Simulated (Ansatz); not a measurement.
**ZnCu: biaxial strain +1.02 %, plane normal [111], relaxed out of plane**

Consider ZnCu in the CsCl type structure (space group Pm-3m, No. 221; a = 2.908 Å; relaxed with 0.1 eV smearing). Axes: x, y, z lie along the cube axes.

It is then changed as follows: tensile biaxial strain of 1.02 % in the plane normal to [111], as in epitaxy on a mismatched substrate; the out-of-plane cell vector and the atoms relax.

Calculations: DFT with PBEsol, PAW potentials and a 420 eV plane-wave cutoff in Ansatz (a program for electronic structure), scalar-relativistic without spin-orbit coupling. Γ-centred 20×20×20 mesh, Fermi–Dirac width 0.1 eV.

The volume per atom rises by 0.19 Å³, from 12.30 Å³ to 12.49 Å³ and the space group changes from Pm-3m (No. 221) to R-3m (No. 166). The shortest interatomic distance decreases by 0.012 Å, from 2.519 Å to 2.507 Å and the energy increases by 2.4 meV/atom. The pressure (mean of the normal stresses, compression positive) goes from zero to -2.0 GPa and the band gap is still zero. The out-of-plane strain amounts to -0.49 % and the ratio −ε⊥/ε∥ is 0.48. The mean in-plane stress (compression positive) is -3.0 GPa.

Cost of the whole job for the changed cell (relaxation, final SCF and bands): very roughly 60 core-seconds.

No phonon test of stability was made. All final runs are without spin polarisation.
